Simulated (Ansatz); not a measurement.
## MoS2 with two functionals, pressure 15 GPa

The parent structure is MoS$_{2}$ in the 3R-MoS2 type structure (space group R3m, No. 160; a = 3.153 Å, c = 17.991 Å (hexagonal axes); layered, stacked along the Cartesian z axis).

(Cell as relaxed with PBE-D3(BJ).)

Levels (all Ansatz, a program for electronic structure, PAW): PBE-D3(BJ) (420 eV, spin-orbit coupling left out); r2SCAN+rVV10 (500 eV, no spin-orbit coupling).

Each level relaxes its own structure.

```csv
base,PBE-D3(BJ),r2SCAN+rVV10
volume per atom,17.21 Å³,18.03 Å³
lattice parameter a,3.153 Å,3.175 Å
band gap,0.77 eV,1.02 eV
```

It is then changed as follows: cell and atoms relaxed at a pressure of 15 GPa.

```csv
quantity,PBE-D3(BJ),r2SCAN+rVV10
hole mass,"2.0 mₑ along k, 0.24 mₑ across (at T)",(withheld)
volume per atom,14.69 Å³,(withheld)
smallest direct gap,1.47 eV,(withheld)
```

Question: Predict the r2SCAN+rVV10 column.

Answer: 
- hole mass, r2SCAN+rVV10: 1.3 mₑ along k, 0.30 mₑ across (at T)
- volume per atom, r2SCAN+rVV10: 15.23 Å³
- smallest direct gap, r2SCAN+rVV10: 1.76 eV

PBE-D3(BJ)'s volume per atom lies 0.54 Å³ below r2SCAN+rVV10's (3.5 %); PBE-D3(BJ)'s smallest direct gap lies 0.29 eV below r2SCAN+rVV10's. Neither level is exact; r2SCAN+rVV10 is the comparison here, not a measurement.

Load acts through the strain it causes; cell and atoms are relaxed under it. Effective masses come from finite differences of ±0.01 Å⁻¹. Along k means along the line from Γ to the band edge. Whether these cells are dynamically stable was not tested. Competing high-pressure phases were not computed. The zero or small gap of MoS2 under pressure 15 GPa can change with the level of theory.
